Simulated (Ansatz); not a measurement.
fcc Cu: the defect Mo on the Cu site (Mo_Cu)

Method: PBE, PAW (plane waves to 420 eV; Ansatz, a quantum-chemistry and plane-wave program). Set-up: 32-site cell; 6×6×6 shifted k-points; start: the Cu site; no Hubbard U; finite-size errors of tenths of an eV; the relaxation kept the symmetry of the starting site.

Neighbours after relaxation, in Å: of the Mo atom: Cu 2.60, Cu 2.60, Cu 2.60, Cu 2.60, Cu 2.60, Cu 2.60, Cu 2.60, Cu 2.60 (the shell may go on).

Formation energies E_f are those of the neutral cell. Chemical conditions: host crystal and elements as references (Δμ(Cu) = 0.00 eV, Δμ(Mo) = 0.00 eV; Mo taken from its element, since no compound that bounds it was computed at this level; only phases computed here count, gases as isolated molecules at 0 K). Reference phases: Cu: fcc Cu, Mo: bcc Mo.

```csv
charge,moment (μB),point group,largest move off a lattice site (Å),"E_f, host crystal and elements as references (eV)"
0,not spin-polarised,Oh,0.03,1.76
```

Point groups are those of the whole cell at tolerances of 0.03 and 0.1 Å ("near" where only the looser one holds); none is given for unsettled states.

All states together cost roughly 6 core-minutes.
